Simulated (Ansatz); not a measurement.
LuAg2 (I4/mmm, No. 139; cell taken from a computed entry), treated with LDA (plane waves, PAW; Ansatz, a program for electronic structure).

Run with plane-wave cutoff 520 eV, 22×22×22 k mesh, Fermi–Dirac smearing 0.05 eV, no spin polarisation, scalar-relativistic PAW data made under PBE.

Computed at the level's own relaxed cell.

Problem. Estimate the equilibrium lattice constant a, lattice parameter c and bulk modulus B0 that the calculation returns.

Solution. 
- equilibrium lattice constant a: 3.559 Å
- lattice parameter c: 8.876 Å
- bulk modulus B0: 109 GPa

The run finds no gap.

Note: the relaxation could not lower the start's symmetry, so the cell can be a saddle point above a distorted one; the bulk modulus is −V dP/dV from two relaxed cells at ±2 % in volume.

Spin–orbit coupling is not included.

Computed values are for the static lattice.

It cost roughly 30 core-minutes of CPU time.
